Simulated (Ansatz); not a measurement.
# What biaxial strain +1.25 %, plane normal [111], relaxed out of plane does to Pd

Take Pd in the fcc (Cu type) structure (space group Fm-3m, No. 225; a = 3.878 Å; relaxed with 0.1 eV smearing) as the base. Axes: x, y, z lie along the cube axes.

Perturbation: biaxial strain +1.25 %, plane normal [111], relaxed out of plane (Cartesian); in-plane vectors clamped, the third vector and the atoms free.

Method: Ansatz (a quantum-chemistry and plane-wave program) PBEsol, no spin-orbit coupling. Γ-centred 29×29×29 mesh, Fermi–Dirac width 0.1 eV.

```json
[
 {"quantity": "space group", "base": "Fm-3m (No. 225)", "changed": "R-3m (No. 166)", "shift": "–"},
 {"quantity": "shortest interatomic distance", "base": "2.742 Å", "changed": "2.733 Å", "shift": "-0.009 Å"},
 {"quantity": "energy relative to the base (free energy F)", "base": "0 meV/atom", "changed": "+4.5 meV/atom", "shift": "+4.5 meV/atom"},
 {"quantity": "band gap", "base": "zero", "changed": "zero", "shift": "–"},
 {"quantity": "out-of-plane strain", "base": "–", "changed": "-1.12 %", "shift": "–"},
 {"quantity": "ratio −ε⊥/ε∥", "base": "–", "changed": "0.89", "shift": "–"},
 {"quantity": "mean in-plane stress (compression positive)", "base": "–", "changed": "-3.8 GPa", "shift": "–"}
]
```

Final structure (turned so that z lies along the plane normal):

```xyz
1
Lattice="2.7762 0.0000 0.0000 1.3881 2.4043 0.0000 1.3881 -0.8014 2.2138" Properties=species:S:1:pos:R:3 pbc="T T T"
Pd     0.0000     0.0000     0.0000
```

Cost of the whole job for the changed cell (relaxation, final SCF and bands): about 100 core-seconds (a rough figure).

No phonon test of stability was made. The final runs are not spin-polarised.
